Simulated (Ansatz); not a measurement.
**What uniaxial strain ε_zz = −0.50 % does to Zr**

Take Zr in the hcp (Mg type) structure (space group P6_3/mmc, No. 194; a = 3.182 Å, c = 5.124 Å; relaxed with 0.1 eV smearing) as the base. Axes: x lies along a and z along c of the hexagonal cell.

Modification: uniaxial strain ε_zz = −0.50 %, all other strain components held at zero, atoms relaxed at fixed cell.

Level of theory: Ansatz (an electronic-structure program), PBEsol, PAW, cutoff 420 eV, no spin-orbit coupling. Settings: 21×21×11 k-points, 0.1 eV Fermi–Dirac smearing.

```csv
quantity,base,changed,shift
volume per atom,22.47 Å³,22.36 Å³,-0.11 Å³
space group,P6_3/mmc (No. 194),P6_3/mmc (No. 194),–
energy relative to the base (free energy F),0 meV/atom,+0.3 meV/atom,+0.3 meV/atom
"pressure (mean of the normal stresses, compression positive)",0.0 GPa,0.5 GPa,+0.5 GPa
band gap,zero,zero,–
"stress (xx, yy, zz, yz, xz, xy; compression positive)",–,"(0.4, 0.4, 0.9, 0.0, 0.0, 0.0) GPa",–
```

Stability against distortions was not tested. All final runs are without spin polarisation.
